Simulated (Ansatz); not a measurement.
The reference is WSe2 (space group P6_3/mmc, No. 194; a = 3.231 Å, c = 12.413 Å; layered, stacked along the Cartesian z axis).

The values are results of PBEsol-D3(BJ) (Ansatz, a program for electronic structure), spin-orbit coupling left out, not measurements.

```csv
level,band gap,lattice parameter a,lattice parameter c
PBEsol-D3(BJ),0.67 eV,3.231 Å,12.413 Å
```

Measured: band gap 1.2 eV (room temperature; as listed in Carlos M. O. Bastos et al., Physical Review Materials (2019)); lattice parameter a 3.282 Å (room temperature; as listed in arXiv:1605.07067); lattice parameter c 12.96 Å (room temperature; as listed in arXiv:1605.07067).

Computed minus measured — band gap: PBEsol-D3(BJ) -0.53 eV; lattice parameter a: PBEsol-D3(BJ) -1.6 %; lattice parameter c: PBEsol-D3(BJ) -4.2 %. Measured values not marked as corrected hold thermal and zero-point effects that the static-lattice runs lack. A measured gap can be an optical one, lowered by exciton binding. Levels without spin-orbit coupling miss its effect on the gap.

With W present, leaving out spin-orbit coupling can change the band edges. Stability against distortions was not tested.
